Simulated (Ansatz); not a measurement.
## Sr3SbN, response to strain

The parent structure is Sr3SbN in the anti-perovskite structure (space group Pm-3m, No. 221; a = 5.131 Å; a cell from a computed database, its experimental status unchecked). Axes: x, y, z lie along the cube axes.

Strains are applied to the cell and any free atomic positions relax; under biaxial strain the out-of-plane vector relaxes too; under stress the whole cell relaxes.

Levels (all Ansatz, an electronic-structure program, PAW): PBEsol (420 eV, no SOC); r2SCAN (500 eV, spin-orbit coupling left out); HSE06 (420 eV, scalar-relativistic without spin-orbit coupling).

Band gaps by level, all at the geometries relaxed with PBEsol:

| case | PBEsol | r2SCAN | HSE06 |
|---|---|---|---|
| base | 0.18 eV | 0.51 eV | 0.92 eV |
| biaxial strain −0.96 %, plane normal [001], relaxed out of plane | 0.10 eV | 0.42 eV | 0.85 eV |
| biaxial strain +4.76 %, plane normal [110], relaxed out of plane | 0.12 eV | 0.46 eV | 0.84 eV |
| biaxial strain −0.45 %, plane normal [111], relaxed out of plane | 0.16 eV | 0.49 eV | – |
| uniaxial stress, 3 GPa compression along x | zero | 0.29 eV | 0.73 eV |

Single points use the geometry relaxed with PBEsol. HSE06 gaps are upper bounds (no full band path). Spin-orbit coupling, missing from the scalar runs, can matter with Sb. Beyond what the load breaks, stability against distortions was not tested. The final runs are not spin-polarised. Gaps under 0.05 eV, about the width of the smearing, are given as zero. The zero or small gap of Sr3SbN can change with the level of theory.
